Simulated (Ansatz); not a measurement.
The reference is GaN in the zinc blende structure (space group F-43m, No. 216).

```xyz
2
Lattice="0.0000 2.2490 2.2490 2.2490 0.0000 2.2490 2.2490 2.2490 0.0000" Properties=species:S:1:pos:R:3 pbc="T T T"
N      3.3736     3.3736     3.3736
Ga     0.0000     0.0000     0.0000
```

Levels (all Ansatz, a program for electronic structure, PAW): PBEsol (420 eV, without spin-orbit coupling); r2SCAN (500 eV, scalar-relativistic without spin-orbit coupling); HSE06 (420 eV, spin-orbit coupling left out).

One geometry, relaxed with PBEsol, under each level:

Notes on the quantities. hole mass: degenerate bands, along [100].

| level | band gap | lowest conduction level above the VBM at special points | electron mass | hole mass | pressure |
|---|---|---|---|---|---|
| PBEsol | 1.70 eV | Γ 1.70 eV; X 3.22 eV; L 4.59 eV; K 4.88 eV | 0.15 mₑ (at Γ) | 0.16, 0.86, 0.86 mₑ (at Γ) | 0.0 kbar |
| r2SCAN | 2.17 eV | Γ 2.17 eV; X 3.77 eV; L 5.22 eV; K 5.48 eV | 0.17 mₑ (at Γ) | 0.18, 0.86, 0.86 mₑ (at Γ) | -0.2 kbar |
| HSE06 | 3.00 eV | Γ 3.00 eV; X 4.45 eV; L 6.12 eV | – | – | – |

Single points use the geometry relaxed with PBEsol. Their cutoffs differ, which shifts pressures a little. Masses are band curvatures over ±0.01 Å⁻¹ around the edge. Whether these cells are dynamically stable was not tested. This is not the structure that GaN has at room temperature and ambient pressure.
